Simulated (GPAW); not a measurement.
Input and output of a self-consistent single point for Nb6AlGe (Pm-3, 8 atoms in the cell) (GPAW).

Computed with LDA (Perdew-Wang 92), GPAW PAW datasets LDA (gpaw-data 1.0.1) (plane waves; GPAW).

The change in words: lattice scaled by 0.98. Reference geometry:
```xyz
8
Lattice="5.2177 0.0000 0.0000 0.0000 5.2177 0.0000 0.0000 0.0000 5.2177" Properties=species:S:1:pos:R:3 pbc="T T T"
Al     2.6088     2.6088     2.6088
Nb     0.0000     2.6088     3.9130
Nb     0.0000     2.6088     1.3047
Nb     3.9130     0.0000     2.6088
Nb     1.3047     0.0000     2.6088
Nb     2.6088     3.9130     0.0000
Nb     2.6088     1.3047     0.0000
Ge     0.0000     0.0000     0.0000
```

Reference input (self-consistent single point, DFT LDA (Perdew-Wang 92), plane waves, GPAW PAW datasets LDA (gpaw-data 1.0.1)): mode = pw; ecut = 550 eV; xc = LDA; kpts = 5 5 5; mesh shift (steps) = 0 0 0; occupations.name = fermi-dirac; occupations.width = 0.1 eV; nbands = -12; convergence.density = 1e-05 e/electron; symmetry.symmorphic = false; symmetry.tolerance = 0.0005; maxiter = 150. This run's input differs from it in these lines:

```diff
@@ -5,5 +5,5 @@
 atoms = Atoms(['Al', 'Nb', 'Nb', 'Nb', 'Nb', 'Nb', 'Nb', 'Ge'],
-              cell=[[5.217681, 0.000000, 0.000000],
-                    [0.000000, 5.217681, 0.000000],
-                    [0.000000, 0.000000, 5.217681]],
+              cell=[[5.113327, 0.000000, 0.000000],
+                    [0.000000, 5.113327, 0.000000],
+                    [0.000000, 0.000000, 5.113327]],
               scaled_positions=[[0.500000, 0.500000, 0.500000],
```

Output (repeated stretches shortened):

```
     iter     time        total  log10-change:
                         energy   eigst   dens
iter:   1 --:--:--   -84.209610
iter:   2 --:--:--   -83.583712   -1.07  -1.12
iter:   3 --:--:--   -81.403132   -0.07  -1.14
iter:   4 --:--:--   -80.524444   -2.02  -1.60
iter:   5 --:--:--   -81.500214   -0.45  -1.62
iter:   6 --:--:--   -80.627685   -0.61  -1.45
iter:   7 --:--:--   -80.368401   -2.49  -1.89
iter:   8 --:--:--   -80.149263   -1.49  -2.01
iter:   9 --:--:--   -80.157758   -2.53  -2.39
iter:  10 --:--:--   -80.157384c  -3.52  -2.35
iter:  11 --:--:--   -80.199858c  -1.84  -2.34
iter:  12 --:--:--   -80.143044   -2.81  -2.33
   [... lines left out ...]
iter:  14 --:--:--   -80.142063c  -4.80  -3.49
iter:  15 --:--:--   -80.142105c  -4.81  -3.53
iter:  16 --:--:--   -80.142163c  -4.33  -3.57
iter:  17 --:--:--   -80.142022c  -5.31  -3.41
iter:  18 --:--:--   -80.142004c  -5.35  -3.87
iter:  19 --:--:--   -80.142001c  -6.65  -4.17
iter:  20 --:--:--   -80.141999c  -6.57  -4.25
iter:  21 --:--:--   -80.142001c  -7.02  -4.61
iter:  22 --:--:--   -80.142000c  -7.67c -4.65
iter:  23 --:--:--   -80.142001c  -7.59c -4.72
iter:  24 --:--:--   -80.142001c  -7.85c -4.82
iter:  25 --:--:--   -80.142002c  -9.00c -4.98
iter:  26 --:--:--   -80.142002c  -9.25c -5.01c
Converged after 26 iterations.

Dipole moment: (-0.000000, -0.000000, -0.000000) |e|*Ang

Energy contributions relative to reference atoms: (reference = -686369.419373)

Kinetic:        +21.514399
Potential:      -40.135401
External:        +0.000000
XC:             -60.939160
Entropy (-ST):   -0.335025
Local:           -0.414329
SIC:             +0.000000
--------------------------
Free energy:    -80.309515
Extrapolated:   -80.142002

Showing only first 2 kpts
 Kpt  Band  Eigenvalues  Occupancy
  0    40     10.41256    1.99561
  0    41     10.41256    1.99561
  0    42     10.99442    1.14976
  0    43     10.99442    1.14976

  1    40     10.53289    1.98547
  1    41     10.63675    1.95947
  1    42     11.07909    0.73408
  1    43     11.16111    0.40682

Fermi level: 11.02460

No gap
   [... lines left out ...]
  2 Nb    0.00000    0.00000   -0.00429
  3 Nb    0.00429    0.00000    0.00000
  4 Nb   -0.00429    0.00000    0.00000
  5 Nb    0.00000    0.00429    0.00000
  6 Nb    0.00000   -0.00429    0.00000
  7 Ge    0.00000    0.00000    0.00000

Stress tensor:
     0.020451     0.000000     0.000000
     0.000000     0.020451     0.000000
     0.000000     0.000000     0.020451
Stress (GPa, Voigt): [3.2767 3.2767 3.2767 0.     0.     0.    ]
```

The run converged in 26 iterations. GPAW prints stress with tension positive. Against the reference run the free energy goes down by 52.9 meV/atom, the pressure goes from -12.63 to -3.28 GPa and the largest force goes from 0.013 to 0.004 eV/Å.

The starting cell comes from a database of computed structures (which also holds hypothetical and non-ambient phases and stackings), without a prior relaxation at this level. Its lattice was rescaled by a random factor within 2.5 % of one. For this run, on top of that: lattice scaled by 0.98. Spin polarisation is off. With a pressure of about -3 GPa the cell is away from its equilibrium volume at this level.

Cost on one core of a shared machine: roughly 2 min.
